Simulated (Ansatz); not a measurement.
Band structure of Cr₃Ni (I4/mmm, 4 atoms in the cell).

```
CELL_PARAMETERS angstrom
     -1.79118     1.79118     3.56944
      1.79118    -1.79118     3.56944
      1.79118     1.79118    -3.56944
ATOMIC_POSITIONS crystal
  Cr 0.50000 0.50000 0.00000
  Cr 0.75000 0.25000 0.50000
  Cr 0.25000 0.75000 0.50000
  Ni 0.00000 0.00000 0.00000
```
Moments meant for the start (each program seeds them in its own way; μB, in the order of the atoms Cr Cr Cr Ni): 3.0 0.0 0.0 0.0.

Method: PBEsol, PAW files made with PBE (plane waves; Ansatz, a quantum-chemistry and plane-wave program).

Settings: kpoints.mp_grid.grid = 7 7 7; hamiltonian.xc = pbesol; hamiltonian.pseudopotentials = {kind: paw} (the program's default PAW files); magnetization.spin_polarized = true; scf.occupations.method = gaussian; scf.occupations.width = 0.272 eV; kpoints.band_path.npoints = 8.

The starting cell comes from a database of computed structures (which also holds hypothetical and non-ambient phases and stackings), without a prior relaxation at this level. Its lattice was rescaled by a random factor within 2.5 % of one. The moments shrank to a small part of their start, a low-spin state that need not be the lowest.

Levels in eV from the Fermi level, bands 27 to 34 of the first spin channel:
```tsv
point	27	28	29	30	31	32	33	34
Γ	-0.92	-0.92	-0.84	0.07	1.06	1.16	1.43	2.08
X	-1.06	-0.96	-0.37	-0.10	0.17	0.48	0.61	1.23
Y	-1.06	-0.94	-0.88	-0.23	0.14	0.28	0.68	1.22
S	-1.41	-1.27	-0.08	0.18	0.49	0.50	0.78	1.07
Z	-0.70	-0.12	0.04	0.81	0.81	1.29	1.65	1.91
S1	-1.41	-1.27	-0.08	0.18	0.49	0.50	0.78	1.07
N	-1.79	-0.79	-0.62	-0.05	0.49	0.79	0.86	0.87
P	-1.20	-1.03	-0.55	-0.46	-0.45	-0.45	1.28	1.28
Y1	-1.06	-0.94	-0.88	-0.23	0.14	0.28	0.68	1.22
```

Bands cross the Fermi level along this path, so the cell is metallic at this level.

The net moment of the cell came out as 0.39 μB.

Keys are those of Ansatz 0.2.
